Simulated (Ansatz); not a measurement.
KTaO3 (Pm-3m), Ansatz (a quantum-chemistry and plane-wave program) with PBEsol with spin-orbit coupling, rigid bands: Condition of this run: spin-orbit coupling switched on. band gap 2.00 eV, N_c = 1.67e19 cm⁻³ and N_v = 4.23e20 cm⁻³ at 300 K, conductivity masses of 0.451 mₑ (electrons) and 2.06 mₑ (holes). Take k_BT = 0.02585 eV.

**Question.** What built-in voltage has an abrupt junction with N_A = 1e16 and N_D = 1e18 cm⁻³, all dopants ionised?

**Answer.** V_bi = E_g/e − (k_BT/e) ln(N_c N_v/(N_A N_D)) = 2.00 − 0.02585 × 13.47 = 1.65 V. It follows the computed gap one for one.

**Question.** A film of it is 2 nm thick. Estimate the confinement energies in an infinite well.

**Answer.** ħ²π²/(2m t²) = 0.376 eV·nm²/(m/mₑ × t²) gives 208 meV for electrons and 45.6 meV for holes, so the gap would widen to about 2.25 eV. Finite barriers and nonparabolic bands lower this, and with several valleys or bands the heaviest mass along the normal sets the lowest level, not this average.

**Question.** Find the intrinsic carrier density and the intrinsic Fermi level.

**Answer.** n_i = √(N_c N_v) exp(−E_g/2k_BT) = 8.40e19 × exp(−38.68) = 1.3e3 cm⁻³. The level lies (k_BT/2) ln(N_v/N_c) = 42 meV from mid-gap (positive towards the conduction band). Each 0.1 eV added to the gap lowers n_i by a factor of 6.9.

Rigid, parabolic bands with the computed gap; masses take one relaxation time for all states.
